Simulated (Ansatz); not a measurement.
**Response to strain in BeSe**

Take BeSe in the zinc blende structure (space group F-43m, No. 216; a = 5.082 Å) as the base. Axes: x, y, z lie along the cube axes.

Strains are applied to the cell and any free atomic positions relax.

Level of theory: LDA/PAW in Ansatz (a first-principles code), no spin-orbit coupling.

| uniaxial strain ε_zz (%) | band gap (eV) |
|---|---|
| -3 | 2.08 |
| -2.5 | 2.13 |
| -2 | 2.19 |
| -1.5 | 2.24 |
| -1 | 2.29 |
| -0.5 | ? |
| 0 | 2.40 |

Problem. Fit E_g = E₀ + Dε (ε in %) to the rows shown and predict the withheld row.

Solution. Least squares on the printed values gives E₀ = 2.40 eV, D = 107 meV per % of strain (largest residual 0.00 eV); this predicts 2.35 eV, and the run gives 2.35 eV, in agreement.

Stability against distortions was not tested.
